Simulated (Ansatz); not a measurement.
Start from LiF in the rock salt structure (space group Fm-3m, No. 225; a = 4.008 Å). Axes: x, y, z lie along the cube axes.

All numbers come from plane-wave PAW DFT at the PBEsol level (Ansatz, a quantum-chemistry and plane-wave program, 420 eV), spin-orbit coupling left out.

Strains are applied to the cell and any free atomic positions relax; under biaxial strain the out-of-plane vector relaxes too.

One change was made to it. Results:

The shortest interatomic distance grows by 0.004 Å, from 2.004 Å to 2.008 Å; the band gap decreases by 0.08 eV (9.05 eV → 8.97 eV); the valence-band top at Γ (three highest levels, from the VBM) amounts to 0.00, -0.03, -0.03 eV; the energy is nearly the same.

Q: Name the change that was made.
(A) biaxial strain −1.25 %, plane normal [111], relaxed out of plane
(B) biaxial strain +0.42 %, plane normal [111], relaxed out of plane
(C) biaxial strain +0.83 %, plane normal [111], relaxed out of plane
(D) biaxial strain +1.25 %, plane normal [111], relaxed out of plane

A: B, biaxial strain +0.42 %, plane normal [111], relaxed out of plane. For comparison, the band gap in the other runs: biaxial strain +1.25 %, plane normal [111], relaxed out of plane gives 8.81 eV; biaxial strain −1.25 %, plane normal [111], relaxed out of plane gives 9.20 eV; biaxial strain +0.83 %, plane normal [111], relaxed out of plane gives 8.89 eV.

Whether these cells are dynamically stable was not tested.
